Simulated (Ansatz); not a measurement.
The reference is Ag in the fcc (Cu type) structure (space group Fm-3m, No. 225; relaxed with 0.1 eV smearing).

```yaml
crystal:
  lattice:
    - [0.00000, 2.02691, 2.02691]
    - [2.02691, 0.00000, 2.02691]
    - [2.02691, 2.02691, 0.00000]
  atoms:
    - { symbol: Ag, position: [0.00000, 0.00000, 0.00000] }
```

Cartesian axes are those of the cell as printed.

Level of theory: Kohn–Sham DFT with the PBEsol functional, run in Ansatz (a first-principles code) with PAW and 420 eV plane waves, spin-orbit coupling left out.

Now apply this change: biaxial strain −0.83 %, plane normal [111], relaxed out of plane (Cartesian); in-plane vectors clamped, the third vector and the atoms free.

Predict the new out-of-plane strain and energy relative to the base.

The out-of-plane strain amounts to +0.70 %; the energy grows by 1.5 meV/atom.

Stability against distortions was not tested.
